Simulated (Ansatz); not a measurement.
The parent structure is TiSi2 (space group Cmcm, No. 63; a = 3.546 Å, b = 13.565 Å, c = 3.580 Å). Axes: x, y, z lie along a, b, c of the conventional cell.

Calculations: PBE (Ansatz, a first-principles code, PAW, no SOC), earlier PAW set.

Base values:

- Volume per atom: 14.35 Å³
- Band gap: zero

It is then changed as follows: uniaxial stress, 5 GPa tension along z, with the cell and atoms free to relax against it.

**Question.** Estimate the effect on the energy relative to the base.

**Answer.** The energy increases by 4.5 meV/atom.

**Question.** What does the calculation give for the volume per atom after the change?

**Answer.** The volume per atom goes up by 0.136 Å³ (14.35 Å³ → 14.48 Å³).

**Question.** What does the calculation give for the band gap after the change?

**Answer.** The band gap is still zero.

Without a gap, meshes like the base's 14×14×13 leave anisotropic stresses uncertain by several tenths of a GPa, and small strain energies with them. Load acts through the strain it causes; cell and atoms are relaxed under it. Stability under load was not tested beyond the relaxation. All final runs are without spin polarisation.
